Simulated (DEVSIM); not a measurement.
System: abrupt In0.53Ga0.47As n-p junction, at 300 K.

Layer 1 from the left is In0.53Ga0.47As, thickness (μm) 3.60, Nd (cm⁻³) 1.4e15, τn (s) 1.3e-8, τp (s) 1.3e-8. Layer 2 from the left is In0.53Ga0.47As, thickness (μm) 62.0, Na (cm⁻³) 7.3e16, τn (s) 1.3e-8, τp (s) 1.3e-8.

Left contact: ohmic. Right contact: ohmic. Voltage is applied to the left contact. Recombination: SRH at mid-gap. Mobility is μmin + (μ − μmin)/(1 + (N/Nref)^α).

This is a model device: material constants are rounded textbook-type values typed into the input, and sizes, dopings and lifetimes were drawn at random. Values at 300 K.

In0.53Ga0.47As: gap (eV) 0.74, affinity (eV) 4.51, permittivity 13.9, Nc (cm⁻³) 2.1e17, Nv (cm⁻³) 7.7e18, μn (cm²/Vs) 12000, μp (cm²/Vs) 300, μn,min 300, μp,min 10, Nref,n 1.3e17, Nref,p 4.9e17, αn 0.48, αp 0.4.

Question: Estimate by hand the built-in potential, the peak field at zero bias, the capacitance at 1.5 V, and compare with a numerical solution.

Answer: 
- Built-in potential: ni = √(Nc Nv) exp(−Eg/2kT) = 7.74e11 cm⁻³ with Eg = 0.740 eV; Vbi = kT/q ln(Na Nd/ni²) = 0.490 V; numerical 0.490 V.
- Peak field at zero bias: depletion approximation: W = √(2εVbi/(qN)) = 0.740 μm with N = 1.37e15 cm⁻³; field = 2Vbi/W = 13200 V/cm; numerical 17000 V/cm (estimate below by 22 %).
- Capacitance at 1.5 V: C = √(qεN / 2(Vbi + |V|)) = 8.25 nF/cm²; numerical 8.37 nF/cm² (estimate below by 1.4 %).

Simulated with DEVSIM: 1D drift-diffusion, Boltzmann statistics, complete ionisation; no tunnelling, impact ionisation, image-force lowering or self-heating.
